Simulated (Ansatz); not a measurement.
The parent structure is TaAs (space group I4_1md, No. 109; a = 3.429 Å, c = 11.581 Å; relaxed with 0.1 eV smearing). Axes: x, y, z lie along a, b, c of the conventional cell.

Method: Ansatz (a program for electronic structure) PBEsol, without spin-orbit coupling.

Base values:

- Volume per atom = 17.02 Å³

Now apply this change: uniaxial stress, 5 GPa compression along z, with the cell and atoms free to relax against it.

Problem. Estimate the effect on the mean lateral Poisson ratio.

Solution. The mean lateral Poisson ratio is 0.28.

Problem. Estimate the effect on the energy relative to the base.

Solution. The energy rises by 6.6 meV/atom.

Problem. What does the calculation give for the volume per atom after the change?

Solution. The volume per atom decreases by 0.196 Å³, from 17.02 Å³ to 16.83 Å³.

Load acts through the strain it causes; cell and atoms are relaxed under it. Stability under load was not tested beyond the relaxation. The final runs are not spin-polarised.
